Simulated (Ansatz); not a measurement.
The reference is BN (space group P6_3/mmc, No. 194; layered, stacked along the Cartesian z axis).

```xyz
4
Lattice="2.5064 0.0000 0.0000 -1.2532 2.1706 0.0000 0.0000 0.0000 6.6147" Properties=species:S:1:pos:R:3 pbc="T T T"
B      0.0000     1.4471     1.6537
B      1.2532     0.7235     4.9610
N      0.0000     1.4471     4.9610
N      1.2532     0.7235     1.6537
```

Calculations: Ansatz (an electronic-structure program) PBE-D3(BJ), scalar-relativistic without spin-orbit coupling.

Carriers are added at fixed cell with a uniform background; the Fermi–Dirac width is that of 300 K.

One change was made to it. Results:

The gap between the host's bands grows by 0.07 eV to 4.31 eV; the Fermi level relative to the doped band's edge (positive inside the band; to 0.05 eV) comes out as +0.05 eV; the gap character stays indirect, k = (0.296, 0.296, 0) in the run's primitive reciprocal basis → M.

Q: What was done to the base?
A) electrons 2.0×10^21 cm⁻³
B) electrons 5.0×10^21 cm⁻³
C) holes 2.0×10^21 cm⁻³

A: C, holes 2.0×10^21 cm⁻³. For comparison, the gap between the host's bands in the other runs: electrons 5.0×10^21 cm⁻³ gives 4.22 eV; electrons 2.0×10^21 cm⁻³ gives 4.23 eV.

Charged cell with a jellium background: band edges are those of the host's band count, energies are not comparable with the neutral cell, and many-body gap narrowing is missing. Gaps are Kohn–Sham eigenvalue differences; semilocal functionals usually give less than the measured gap. No phonon test of stability was made.
